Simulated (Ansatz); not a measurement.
Bi2Se3 under a change: biaxial strain −1.95 %, plane normal [001], relaxed out of plane

Take Bi2Se3 in the Bi2Te3 type structure (space group R-3m, No. 166; a = 4.144 Å, c = 28.445 Å (hexagonal axes)) as the base. Axes: x lies along a and z along c of the hexagonal cell.

Now apply this change: biaxial strain −1.95 %, plane normal [001], relaxed out of plane (Cartesian); in-plane vectors clamped, the third vector and the atoms free.

Calculations: Ansatz (a quantum-chemistry and plane-wave program) PBE-D3(BJ), no SOC, earlier PAW set. Settings: 9×9×9 k-points, 0.05 eV Fermi–Dirac smearing.

```tsv
quantity	base	changed	shift
volume per atom	28.21 Å³	27.69 Å³	-0.513 Å³
space group	R-3m (No. 166)	R-3m (No. 166)	–
shortest interatomic distance	5.410 bohr	5.380 bohr	-0.030 bohr
energy relative to the base (free energy F)	0 meV/atom	+5.8 meV/atom	+5.8 meV/atom
band gap	0.16 eV	0.27 eV	+0.104 eV
gap character	direct at Γ	direct at Γ	–
width of the top valence band	1.43 eV	1.58 eV	+0.145 eV
electron mass	0.095 mₑ (at Γ)	0.12 mₑ out of plane, 0.097 mₑ in plane (at Γ)	–
hole mass	0.096 mₑ along c, 0.13 mₑ across (at Γ)	0.12 mₑ out of plane, 0.13 mₑ in plane (at Γ)	–
valence-band top at Γ (three highest levels, from the VBM)	0.00, -1.25, -1.25 eV	0.00, -1.27, -1.27 eV	–
out-of-plane strain	–	+2.12 %	–
ratio −ε⊥/ε∥	–	1.09	–
```

Spin-orbit coupling, missing from the scalar runs, can matter with Bi. Effective masses come from finite differences of ±0.01 Å⁻¹. Stability against distortions was not tested. A zero or small gap of Bi2Se3 can be the functional's error rather than a property of the material.
